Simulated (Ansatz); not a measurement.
The starting structures come from a database of crystals and need not be the phases stable at ambient conditions.

 Where the default PAW files enter, the runs use the earlier of Ansatz's two default sets.

Evanescent states of Li₃Sb (Fm-3m, not sure to be the ambient phase, 4 atoms a cell, 17.5 Å³ an atom) along the normal of (110)

Method: r2SCAN (plane waves, PAW; Ansatz, a program for electronic structure).

The gap is the functional's own, uncorrected, and κ follows it; spin-orbit coupling is left out. Mid-gap values are interpolated between the computed energies.

Energies count from the valence-band top; κ is the least over a 8×6 mesh across the current.

```json
[
 {"E (eV)": "0.04", "κ (1/Å)": "0.035", "where": "off Γ"},
 {"E (eV)": "0.10", "κ (1/Å)": "0.060", "where": "off Γ"},
 {"E (eV)": "0.17", "κ (1/Å)": "0.077", "where": "off Γ"},
 {"E (eV)": "0.24", "κ (1/Å)": "0.090", "where": "off Γ"},
 {"E (eV)": "0.32", "κ (1/Å)": "(withheld)", "where": "off Γ"},
 {"E (eV)": "0.39", "κ (1/Å)": "(withheld)", "where": "Γ"},
 {"E (eV)": "0.46", "κ (1/Å)": "(withheld)", "where": "Γ"},
 {"E (eV)": "0.53", "κ (1/Å)": "(withheld)", "where": "Γ"},
 {"E (eV)": "0.59", "κ (1/Å)": "(withheld)", "where": "Γ"},
 {"E (eV)": "0.67", "κ (1/Å)": "(withheld)", "where": "Γ"},
 {"E (eV)": "0.73", "κ (1/Å)": "(withheld)", "where": "Γ"},
 {"E (eV)": "0.81", "κ (1/Å)": "(withheld)", "where": "Γ"},
 {"E (eV)": "0.88", "κ (1/Å)": "0.120", "where": "Γ"},
 {"E (eV)": "0.94", "κ (1/Å)": "0.101", "where": "Γ"},
 {"E (eV)": "1.01", "κ (1/Å)": "0.077", "where": "Γ"},
 {"E (eV)": "1.08", "κ (1/Å)": "0.034", "where": "Γ"}
]
```

Question: Complete the blanks.

Answer: 
- 0.32, κ (1/Å): 0.100
- 0.39, κ (1/Å): 0.109
- 0.46, κ (1/Å): 0.116
- 0.53, κ (1/Å): 0.123
- 0.59, κ (1/Å): 0.129
- 0.67, κ (1/Å): 0.134
- 0.73, κ (1/Å): 0.138
- 0.81, κ (1/Å): 0.135
